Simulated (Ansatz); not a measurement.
# Response to strain in MgS

Base system: MgS in the rock salt structure (space group Fm-3m, No. 225; a = 5.2030 Å). Axes: x, y, z lie along the cube axes.

Strains are applied to the cell and any free atomic positions relax; under biaxial strain the out-of-plane vector relaxes too.

Calculations: r2SCAN (Ansatz, an electronic-structure program, PAW, no spin-orbit coupling).

Candidates:
(a) biaxial strain +0.50 %, plane normal [001], relaxed out of plane
(b) biaxial strain +1.50 %, plane normal [001], relaxed out of plane
(c) biaxial strain +3.00 %, plane normal [001], relaxed out of plane

Question: Order them by out-of-plane strain, highest first.

Answer: (a) biaxial strain +0.50 %, plane normal [001], relaxed out of plane (-0.29 %), (b) biaxial strain +1.50 %, plane normal [001], relaxed out of plane (-0.85 %), (c) biaxial strain +3.00 %, plane normal [001], relaxed out of plane (-1.65 %)

No phonon test of stability was made.
